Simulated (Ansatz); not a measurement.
The reference is MgF₂ in the rutile structure (space group P4_2/mnm, No. 136).

```
CELL_PARAMETERS angstrom
      4.63885     0.00000     0.00000
      0.00000     4.63885     0.00000
      0.00000     0.00000     3.06236
ATOMIC_POSITIONS crystal
  Mg 0.50000 0.50000 0.50000
  Mg 0.00000 0.00000 0.00000
  F  0.80339 0.19661 0.50000
  F  0.19661 0.80339 0.50000
  F  0.30339 0.30339 0.00000
  F  0.69661 0.69661 0.00000
```

Cartesian axes are those of the cell as printed.

Levels (all Ansatz, a first-principles code, PAW): PBEsol (420 eV, no spin-orbit coupling); HSE06 (420 eV, without spin-orbit coupling).

Its gap is 6.89 eV with PBEsol and 9.38 eV with HSE06.

The change: uniaxial stress, 8 GPa tension along x; all other stress components relax to zero.

With PBEsol the gap becomes 6.70 eV.

If the HSE06 correction stayed the same, what would the HSE06 gap be, and what does the HSE06 run give?

A rigid correction of +2.49 eV gives 9.19 eV. The HSE06 run gives 9.13 eV, so the correction itself changes by -0.06 eV.

Single points use the geometry relaxed with PBEsol. Load acts through the strain it causes; cell and atoms are relaxed under it. Stability under load was not tested beyond the relaxation. The base started in Pnnm and relaxed to P4_2/mnm at this level.
